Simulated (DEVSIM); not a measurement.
Structure: abrupt Si n-p junction, at 300 K.

| layer (left to right) | material | thickness (μm) | Nd (cm⁻³) | Na (cm⁻³) | τn (s) | τp (s) |
|---|---|---|---|---|---|---|
| 1 | Si | 20.0 | 2.7e16 | - | 1.8e-5 | 1.8e-5 |
| 2 | Si | 120 | - | 2.2e17 | 1.8e-5 | 1.8e-5 |

Left contact: ohmic. Right contact: ohmic. Voltage is applied to the left contact. Recombination: SRH at mid-gap, Auger. Mobility is μmin + (μ − μmin)/(1 + (N/Nref)^α).

Constants are typed, rounded textbook-type inputs, not results; the design itself was drawn at random and stands for no fabricated device. Values at 300 K.

```
parameter           Si
-------------  -------
gap (eV)         1.124
affinity (eV)     4.05
permittivity      11.7
Nc (cm⁻³)      2.86e19
Nv (cm⁻³)       3.1e19
μn (cm²/Vs)       1417
μp (cm²/Vs)        470
μn,min              52
μp,min              45
Nref,n          9.7e16
Nref,p          2.2e17
αn                0.68
αp                0.72
Cn (cm⁶/s)     2.8e-31
Cp (cm⁶/s)     9.9e-32
```

Model (solved in DEVSIM): 1D drift-diffusion, Boltzmann statistics, complete ionisation; no tunnelling, impact ionisation, image-force lowering or self-heating.

Base results: potential step across the device at zero bias (V) 0.816; dark forward voltage at 1 A/cm² (V) 0.683; largest field in the device at zero bias (V/cm) 76000; dark forward voltage at 100 A/cm² (V) 0.922.

Q: What follows from this one change: thickness of layer 1 20 → 12 μm?

A: potential step across the device at zero bias little changed (0.816 V); dark forward voltage at 1 A/cm² 0.683 → 0.670 V; largest field in the device at zero bias little changed (76000 V/cm); dark forward voltage at 100 A/cm² 0.922 → 0.916 V.

Q: What follows from this one change: doping Nd of layer 1 2.7e+16 → 8.1e+16 cm^-3?

A: potential step across the device at zero bias 0.816 → 0.844 V; dark forward voltage at 1 A/cm² 0.683 → 0.713 V; largest field in the device at zero bias 76000 → 120000 V/cm; dark forward voltage at 100 A/cm² little changed (0.924 V).
